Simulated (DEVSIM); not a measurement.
Structure: illuminated Si p-on-n cell, one wavelength, with a back-surface field, at 300 K.

| layer (left to right) | material | thickness (μm) | Nd (cm⁻³) | Na (cm⁻³) | τn (s) | τp (s) | absorption coefficient (cm⁻¹) |
|---|---|---|---|---|---|---|---|
| 1 | Si | 0.200 | - | 1.3e18 | 3.9e-6 | 3.5e-7 | 8800 |
| 2 | Si | 27.0 | 2.1e15 | - | 8.6e-6 | 8.6e-6 | 8800 |
| 3 | Si | 0.530 | 1e18 | - | 8.6e-6 | 8.6e-6 | 8800 |

Left contact: ohmic, minority electron recombination velocity 1e5 cm/s. Right contact: ohmic, minority hole recombination velocity 2e5 cm/s. Voltage is applied to the left contact. Recombination: SRH at mid-gap, radiative, Auger. Light enters at the left, 3.6e18 photons cm⁻² s⁻¹, one pass, no reflection. Mobility is μmin + (μ − μmin)/(1 + (N/Nref)^α).

Constants are typed, rounded textbook-type inputs, not results; the design itself was drawn at random and stands for no fabricated device. Values at 300 K.

| parameter | Si |
|---|---|
| gap (eV) | 1.124 |
| affinity (eV) | 4.05 |
| permittivity | 11.7 |
| Nc (cm⁻³) | 2.86e19 |
| Nv (cm⁻³) | 3.1e19 |
| μn (cm²/Vs) | 1417 |
| μp (cm²/Vs) | 470 |
| μn,min | 52 |
| μp,min | 45 |
| Nref,n | 9.7e16 |
| Nref,p | 2.2e17 |
| αn | 0.68 |
| αp | 0.72 |
| B (cm³/s) | 4.7e-15 |
| Cn (cm⁶/s) | 2.8e-31 |
| Cp (cm⁶/s) | 9.9e-32 |

DEVSIM, 1D drift-diffusion, Boltzmann statistics, complete ionisation; no tunnelling, impact ionisation, image-force lowering or self-heating.

**Question.** Tabulate band edges, carrier densities and field at zero bias, in the dark.

**Answer.** Energies count from the Fermi level of the right contact; mesh points crowd at the junctions.

```
x (μm)   Ec (eV)  Ev (eV)  n (cm⁻³)  p (cm⁻³)  field (V/cm)
-------  -------  -------  --------  --------  ------------
0.000      1.042   -0.082     < 1e2    1.3e18           ≈ 0
0.03294    1.042   -0.082     < 1e2    1.3e18           ≈ 0
0.1000     1.042   -0.082     < 1e2    1.3e18           ≈ 0
0.1670     1.042   -0.082     < 1e2    1.3e18           ≈ 0
0.2079     0.978   -0.146      1100    1.1e17        -36000
0.2576     0.860   -0.264    100000    1.2e15        -20000
0.3930     0.625   -0.499     9.0e8    1.3e11        -15000
0.9437     0.252   -0.872    1.6e15     71000          -700
2.136      0.246   -0.878    2.1e15     55000           ≈ 0
5.179      0.246   -0.878    2.1e15     55000           ≈ 0
13.48      0.246   -0.878    2.1e15     55000           ≈ 0
23.24      0.246   -0.878    2.1e15     55000           ≈ 0
25.66      0.246   -0.878    2.1e15     55000           ≈ 0
26.61      0.246   -0.878    2.1e15     55000           ≈ 0
27.05      0.234   -0.890    3.4e15     35000         -1500
27.16      0.194   -0.930    1.6e16      7200         -8800
27.20      0.118   -1.006    2.9e17       400        -48000
27.23      0.087   -1.037    1.0e18       120           -36
27.36      0.087   -1.037    1.0e18       120           ≈ 0
27.56      0.087   -1.037    1.0e18       120           ≈ 0
27.67      0.087   -1.037    1.0e18       120           ≈ 0
27.73      0.087   -1.037    1.0e18       120           ≈ 0
```
